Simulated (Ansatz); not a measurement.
The reference is WSi2 (space group I4/mmm, No. 139; a = 3.229 Å, c = 7.867 Å).

The values are results of PBE (Ansatz, a first-principles code; PAW; 420 eV plane waves; without spin-orbit coupling), not measurements.

One change was made to it. Results:

```csv
quantity,base,after
density,9.72 g/cm³,10.59 g/cm³
band gap,zero,zero
```

Problem. Which change produced these results?
A. pressure 0.9 GPa
B. pressure 22.5 GPa
C. pressure 4.5 GPa
D. pressure −1 GPa

Solution. B, pressure 22.5 GPa. For comparison, the density in the other runs: pressure −1 GPa gives 9.67 g/cm³; pressure 0.9 GPa gives 9.76 g/cm³; pressure 4.5 GPa gives 9.91 g/cm³.

Load acts through the strain it causes; cell and atoms are relaxed under it. Whether these cells are dynamically stable was not tested. Competing high-pressure phases were not computed. All final runs are without spin polarisation.
